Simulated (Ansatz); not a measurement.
Abridged Ansatz (a program for electronic structure) output:

```
Relaxation: its limit of steps is 50 (relax.max_steps)
Pseudopotential: Cs, paw, valence charge 9
Crystal: 1 atoms, lattice volume = 98.922 Å³
Basis set: ecut = 420 eV, 1961 PW (Γ), exchange–correlation on 72×72×72 points (8 copies of the dense FFT grid, shifted against one another)
Bands: 9, of which v1, the nominal top of the filled ones, is band 5 counted from 1 (4 counted from 0)
Symmetry: 48 space group operations
k-points: 145 of 4096
Functional: x = pbesol(κ = 0.804, μ = 0.12345679012345678), c = pbesol(β = 0.046)
SCF iter   1: F=—  HF=-5585.808715 eV  |F-HF|=—  |Δ(HF+E_count)|=         —  Δρ=6.06e-4  dr2=2.90e-4  ethr=1.77e-3  ⟨swp⟩=6.0  Hψ=10784  notcnv=0
SCF iter   2: F=—  HF=-5585.809013 eV  |F-HF|=—  |Δ(HF+E_count)|=   2.99e-4  Δρ=3.44e-4  dr2=9.50e-5  ethr=3.23e-6  ⟨swp⟩=2.2  Hψ=3164  notcnv=0
SCF 1 converged in 7 iterations: F = -5585.809054 eV  dr2 = 1.46e-11
relax step   1: F+E_penalty+E_count = -5585.80905433 eV  Δ(F+E_penalty+E_count) = +0.000e0 eV  max|allowed force component| = 0.000e0 eV/Å  Δτ_max = 0.0000 Å  (7 SCF iters, accepted)
SCF converged after 7 iterations
Free energy (F): -5585.809054 eV
Internal energy: -5585.768150 eV  (E = F + TS)
E sigma→0 (E₀):  -5585.788602 eV
Entropy (-TS):   -0.040904 eV (-40.904 meV/atom)
Fermi energy:    2.819793 eV
--- Forces (eV/Å), atoms counted from 1 ---
  atom   1  Cs     0.00000000    -0.00000000    -0.00000000
--- Stress (GPa, compression-positive) ---
        0.219104       0.000000      -0.000000
        0.000000       0.219104       0.000000
       -0.000000       0.000000       0.219104
  P = ⅓ Tr σ = 0.2191 GPa (2.191 kbar)
--- Relaxed structure (1 steps of the walk, 1 accepted, 0 SCFs on fresh bases) ---
  atoms:
    - { symbol: Cs, position: [0.0, 0.0, 0.0] }
```

**Question.** What was computed, and what are the main results?

**Answer.** Cs, 1 atom in the cell, with Ansatz PBEsol, no spin-orbit coupling. The last SCF converged to F = -5585.809054 eV, or -5585.8091 eV per atom, at a pressure of 0.22 GPa. The total energy compares only with runs of the same code, potentials and settings.

The cells carry an imposed strain or load. Whether these cells are dynamically stable was not tested. The cell was made from Cs in the bcc (W type) structure (space group Im-3m, No. 229) by this change: isotropic strain −3.00 %.

Keys are those of Ansatz 0.2.
